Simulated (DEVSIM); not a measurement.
Structure: Cr/SiON/n-InP capacitor, at 400 K.

| layer (left to right) | material | thickness (nm) | Nd (cm⁻³) |
|---|---|---|---|
| 1 | SiON | 10.0 | - |
| 2 | InP | 4100 | 2.3e16 |

Metal gate on the left, work function 4.5 eV. Fixed charge at the semiconductor interface -2.4e10 cm⁻² (in units of +e); no interface traps.

The device is made up for the run: typed textbook-type constants, with dimensions and the other settings drawn at random. Values at 300 K; Nc and Nv go as T^1.5, mobilities as T to minus their exponent, the gap by Varshni's rule with the affinity fixed.

```tsv
parameter	SiON	InP
gap (eV)	7	1.344
affinity (eV)	1.4	4.38
permittivity	5.5	12.5
Nc (cm⁻³)	-	5.7e17
Nv (cm⁻³)	-	1.1e19
Varshni α (eV/K)	-	0.000363
Varshni β (K)	-	162
```

Simulated with DEVSIM: 1D Poisson equation in equilibrium, Boltzmann statistics, complete ionisation; no quantum confinement or tunnelling. Metal contacts follow the ideal Schottky-Mott rule: no Fermi-level pinning, no interface dipoles.

The gate work function was swept, all else fixed.

```
gate work function (eV)  threshold voltage (band bending 2φF) (V)  flat-band voltage (V)
-----------------------  ----------------------------------------  ---------------------
4.2                                                         -1.44                  -0.30
4.35                                                        -1.29                  -0.15
4.5                                                         -1.14                   0.00
4.65                                                        -0.99                   0.15
4.8                                                         -0.84                   0.30
```

From the first row to the last the threshold voltage (band bending 2φF) goes from -1.44 to -0.84. From the first row to the last the flat-band voltage goes from -0.30 to 0.30.
